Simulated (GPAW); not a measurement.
Worked example: self-consistent single point of WSi2 (I4/mmm, 3 atoms in the cell) in GPAW

Method of the run: PBE, GPAW PAW datasets PBE (gpaw-data 1.0.1) (plane waves; GPAW).

Input:

```python
from ase import Atoms
from ase.units import GPa
from gpaw import GPAW, PW

atoms = Atoms(['Si', 'Si', 'W'],
              cell=[[-1.600185, 1.600185, 3.903255],
                    [1.600185, -1.600185, 3.903255],
                    [1.600185, 1.600185, -3.903255]],
              positions=[[0.000000, -0.000000, 5.191329],
                         [0.000000, -0.000000, 2.615181],
                         [0.000000, 0.000000, 0.000000]],
              pbc=True)

calc = GPAW(mode=PW(550),
            xc='PBE',
            kpts=(7, 7, 7),
            occupations={'name': 'methfessel-paxton', 'width': 0.1, 'order': 0},
            nbands=-11,
            symmetry={'symmorphic': False, 'tolerance': 0.0005},
            maxiter=150,
            txt='-')

atoms.calc = calc

energy = atoms.get_potential_energy()
print('Energy (eV):', round(energy, 6))
forces = atoms.get_forces()
print('Forces (eV/Ang):')
print(forces.round(5))
stress = atoms.get_stress()
print('Stress (GPa, Voigt):', (stress / GPa).round(4))
```

Output (repeated stretches shortened):

```
Input parameters:
  kpts: [7 7 7]
  maxiter: 150
  mode: {ecut: 550.0,
         name: pw}
  nbands: -11
  occupations: {name: methfessel-paxton,
                order: 0,
                width: 0.1}
  symmetry: {symmorphic: False,
             tolerance: 0.0005}
  xc: PBE

species:
  Si:
    name: Silicon
    Z: 14.0
    valence: 4
    core: 10
    charge: 0.0
    file: Si.PBE.gz

    # Using partial waves for Si as LCAO basis

  W:
    name: Tungsten
    Z: 74.0
    valence: 14
    core: 60
    charge: 0.0
    file: W.PBE.gz

    # Using partial waves for W as LCAO basis

Reference energy: -454544.360156  # eV

Spin-paired calculation

Convergence criteria:
 Maximum [total energy] change in last 3 cyles: 0.0005 eV / valence electron
 Maximum integral of absolute [dens]ity change: 0.0001 electrons / valence electron
 Maximum integral of absolute [eigenst]ate change: 4e-08 eV^2 / valence electron
 Maximum number of scf [iter]ations: 150

Symmetries present (total): 16
Symmetries with fractional translations: 0
343 k-points: 7 x 7 x 7 Monkhorst-Pack grid
40 k-points in the irreducible part of the Brillouin zone
       k-points in crystal coordinates                weights
   0:     0.00000000    0.00000000    0.00000000          1/343
   1:     0.14285714   -0.14285714    0.00000000          4/343
   2:     0.14285714   -0.14285714    0.14285714          4/343
   [... 7 lines left out ...]
          ...
  39:     0.42857143    0.42857143    0.42857143          8/343

Wave functions: Plane wave expansion
  Cutoff energy: 550.000 eV
  Number of coefficients (min, max): 1156, 1203
  Pulay-stress correction: 0.000000 eV/Ang^3 (de/decut=0.000000)

Occupation numbers: Methfessel-Paxton:
  width: 0.1000  # eV
  order: 0

Eigensolver

Densities:
  Coarse grid: 25*25*25 grid
  Fine grid: 50*50*50 grid
  Total Charge: 0.000000

Density mixing:
  Method: separate
  Backend: pulay
  Linear mixing parameter: 0.05
  old densities: 5
  Damping of long wavelength oscillations: 50

Hamiltonian:
  XC and Coulomb potentials evaluated on a 50*50*50 grid
  External potential:
    NoExternalPotential

XC parameters: PBE with 2 nearest neighbor stencil

Number of atoms: 3
Number of atomic orbitals: 21
Number of bands in calculation: 22
Number of valence electrons: 22
Bands to converge: occupied

Density initialized from atomic densities
  21 bands from LCAO basis set
  1 band from random numbers

Atomic positions and initial magnetic moments

Positions:
   0 Si     0.000000   -0.000000    5.191329    ( 0.0000,  0.0000,  0.0000)
   1 Si     0.000000   -0.000000    2.615181    ( 0.0000,  0.0000,  0.0000)
   2 W      0.000000    0.000000    0.000000    ( 0.0000,  0.0000,  0.0000)

Unit cell:
           periodic     x           y           z      points  spacing
  1. axis:    yes   -1.600185    1.600185    3.903255    25     0.1184
  2. axis:    yes    1.600185   -1.600185    3.903255    25     0.1184
  3. axis:    yes    1.600185    1.600185   -3.903255    25     0.0905

  Lengths:   4.511827   4.511827   4.511827
  Angles:  138.454230 138.454230  60.208032

Effective grid spacing dv^(1/3) = 0.1368

     iter     time        total  log10-change:
                         energy   eigst   dens
iter:   1 --:--:--   -23.373170
iter:   2 --:--:--   -23.387807   -1.60  -1.18
iter:   3 --:--:--   -23.505588   -1.61  -1.20
iter:   4 --:--:--   -23.471945   -4.17  -1.68
iter:   5 --:--:--   -23.370153   -2.66  -1.74
iter:   6 --:--:--   -23.358961   -3.55  -2.16
iter:   7 --:--:--   -23.352470   -3.80  -2.29
iter:   8 --:--:--   -23.352142c  -5.20  -2.73
iter:   9 --:--:--   -23.351513c  -4.44  -2.82
iter:  10 --:--:--   -23.351516c  -6.02  -3.77
iter:  11 --:--:--   -23.351516c  -7.59c -3.90
iter:  12 --:--:--   -23.351514c  -7.63c -3.94
iter:  13 --:--:--   -23.351513c  -7.74c -4.05c

Converged after 13 iterations.

Dipole moment: (0.000000, -0.000000, 0.000000) |e|*Ang

Energy contributions relative to reference atoms: (reference = -454544.360156)

Kinetic:        +24.301229
Potential:      -19.792354
External:        +0.000000
XC:             -27.779436
Entropy (-ST):   -0.001515
Local:           -0.080195
SIC:             +0.000000
--------------------------
Free energy:    -23.352270
Extrapolated:   -23.351513

Showing only first 2 kpts
 Kpt  Band  Eigenvalues  Occupancy
  0     9     10.01271    2.00000
  0    10     13.50494    0.00000
  0    11     15.70846    0.00000
  0    12     15.77076    0.00000

  1     9     11.09013    2.00000
  1    10     11.15647    2.00000
  1    11     15.34146    0.00000
  1    12     16.38707    0.00000

Fermi level: 12.81271

No gap
No difference between direct/indirect transitions
Energy (eV): -23.351513

Forces in eV/Ang:
  0 Si   -0.00000   -0.00000    0.12438
  1 Si    0.00000    0.00000   -0.12438
  2 W     0.00000   -0.00000    0.00000

Stress tensor:
    -0.042010     0.000000     0.000000
     0.000000    -0.042010     0.000000
     0.000000     0.000000    -0.043380
Stress (GPa, Voigt): [-6.7308 -6.7308 -6.9503  0.      0.      0.    ]
```

The run converged in 13 iterations. GPAW prints stress with tension positive.

The starting cell has typed, rounded lattice constants, without a prior relaxation at this level. Its lattice was rescaled by up to half a per cent. Spin-orbit coupling is off. Spin polarisation is off. With a pressure of about 7 GPa the cell is away from its equilibrium volume at this level.
